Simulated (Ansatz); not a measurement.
## NH4Br (P-43m, No. 215, 6 atoms in the cell; start mp-36248)

All values below come from LDA (PAW; Ansatz, a first-principles code).

Run with plane-wave cutoff 500 eV, 10×10×10 k mesh, gaussian smearing 0.02 eV, scalar-relativistic PAW data made under PBE.

Cell (relaxed at this level):

```xyz
6
Lattice="3.8860 0.0000 0.0000 0.0000 3.8860 0.0000 0.0000 0.0000 3.8860" Properties=species:S:1:pos:R:3 pbc="T T T"
H      0.6062     0.6062     3.2798
H      0.6062     3.2798     0.6062
H      3.2798     3.2798     3.2798
H      3.2798     0.6062     0.6062
Br     1.9430     1.9430     1.9430
N      0.0000     0.0000     0.0000
```

```json
{
 "band_gap": "4.33 eV (on the SCF k mesh)"
}
```

Note: the relaxation could not lower the start's symmetry, so the cell can be a saddle point above a distorted one.

Spin–orbit coupling is not included.

The computed numbers hold no vibrational or temperature effects.

The result took around 21 core-seconds (rough).

A start named mp-… is a Materials Project structure, which need not be a measured phase.
